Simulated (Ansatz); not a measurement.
MgO (Immm), PBEsol, rigid bands in Ansatz (a first-principles code): Condition of this run: uniaxial stress along [110] of -1 GPa (compression positive) (the target of the relaxation). band gap 4.59 eV, N_c = 5.26e18 cm⁻³ and N_v = 1.90e20 cm⁻³ at 300 K, conductivity masses of 0.352 mₑ (electrons) and 2.28 mₑ (holes). Take k_BT = 0.02585 eV.

Problem. What thermal injection velocity √(2k_BT/πm) limits a ballistic channel?

Solution. 9.07e6 cm/s for electrons and 3.56e6 cm/s for holes, a ratio of √(m_h/m_e) = 2.55, for dilute carriers.

Problem. A film of it is 2 nm thick. Estimate the confinement energies in an infinite well.

Solution. ħ²π²/(2m t²) = 0.376 eV·nm²/(m/mₑ × t²) gives 267 meV for electrons and 41.2 meV for holes, so the gap would widen to about 4.90 eV. Finite barriers and nonparabolic bands lower this, and with several valleys or bands the heaviest mass along the normal sets the lowest level, not this average.

Problem. Find the intrinsic carrier density and the intrinsic Fermi level.

Solution. n_i = √(N_c N_v) exp(−E_g/2k_BT) = 3.16e19 × exp(−88.77) = 8.8e-20 cm⁻³. The level lies (k_BT/2) ln(N_v/N_c) = 46 meV from mid-gap (positive towards the conduction band). Each 0.1 eV added to the gap lowers n_i by a factor of 6.9.

Rigid, parabolic bands with the computed gap; masses take one relaxation time for all states. Spin-orbit coupling is left out.
